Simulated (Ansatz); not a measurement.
Data:

```yaml
crystal:
  lattice:
    - [3.65235, 0.00000, 0.00000]
    - [-1.82617, 3.16303, 0.00000]
    - [0.00000, 0.00000, 5.78848]
  atoms:
    - { symbol: Y, position: [0.66667, 0.33333, 0.75000] }
    - { symbol: Y, position: [0.33333, 0.66667, 0.25000] }
```

No spin polarisation.

The values are results of PBE, PAW, 420 eV (Ansatz, a program for electronic structure; without spin-orbit coupling), not measurements. k-mesh 18×18×10 (Γ-centred); smearing 0.1 eV (Fermi–Dirac).

### Question
What band gap does the calculation give?

### Answer
Zero.

### Question
What is the computed pressure (mean of the normal stresses, compression positive)?

### Answer
-0.6 GPa.

### Question
What is the computed space group?

### Answer
P6_3/mmc (No. 194).

The cells carry an imposed strain or load. No phonon test of stability was made. All final runs are without spin polarisation. The cell was made from Y in the hcp (Mg type) structure (space group P6_3/mmc, No. 194) by this change: uniaxial strain ε_zz = +1.50 %.
